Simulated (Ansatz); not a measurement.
Consider CdSe in the wurtzite structure (space group P6_3mc, No. 186; a = 4.302 Å, c = 7.021 Å). Axes: x lies along a and z along c of the hexagonal cell.

All numbers come from Kohn–Sham DFT with the PBEsol functional, run in Ansatz (a quantum-chemistry and plane-wave program) with PAW and 420 eV plane waves, no spin-orbit coupling.

For the base:

- Band gap: 0.54 eV
- Valence-band top at Γ: 0.00, 0.00, -0.05 eV

The change: uniaxial strain ε_zz = −3.00 %, all other strain components held at zero; the atoms relax in the strained cell.

**Question.** What does the calculation give for the energy relative to the base after the change?

**Answer.** The energy rises by 6.6 meV/atom.

**Question.** Estimate the effect on the band gap.

**Answer.** The band gap rises by 0.06 eV, from 0.54 eV to 0.60 eV.

**Question.** How does this affect the valence-band top at Γ?

**Answer.** The valence-band top at Γ (three highest levels, from the VBM) changes from 0.00, 0.00, -0.05 eV to 0.00, -0.05, -0.05 eV.

No phonon test of stability was made.
